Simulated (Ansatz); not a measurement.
**Carrier properties of ZnS (I-4m2)**

```
ZnS
1.0
    0.00000     2.73979     2.60263
    2.73979     0.00000     2.60263
    2.73979     2.73979     0.00000
Zn S
1 1
Direct
  0.00000   0.00000   0.00000
  0.25000   0.25000   0.25000
```

Calculation: PBEsol with spin-orbit coupling, rigid bands (plane waves, PAW; Ansatz, a first-principles code). Condition of this run: biaxial stress xx = yy = -2 GPa (compression positive) (the target of the relaxation). Cell: cell and atoms relaxed with PBEsol, then loaded as said.

```json
{
  "band_gap": "1.89 eV",
  "electron conductivity mass (300 K, dilute)": "0.175 mₑ",
  "hole conductivity mass (300 K, dilute)": "0.76 (x), 0.76 (y), 0.46 (z) mₑ",
  "effective density of states N_c (300 K)": "1.8e18 cm⁻³",
  "effective density of states N_v (300 K)": "1.2e19 cm⁻³",
  "density_of_states_mass_electrons": "0.173 mₑ",
  "density_of_states_mass_holes": "0.62 mₑ",
  "Seebeck coefficient, n-type 1e19 cm⁻³, 300 K": "-102 μV/K",
  "Seebeck coefficient, p-type 1e19 cm⁻³, 300 K": "277 μV/K"
}
```

Rigid bands; masses and Seebeck coefficients take one relaxation time τ for all states and one kind of carrier; polarons and phonon drag are left out.
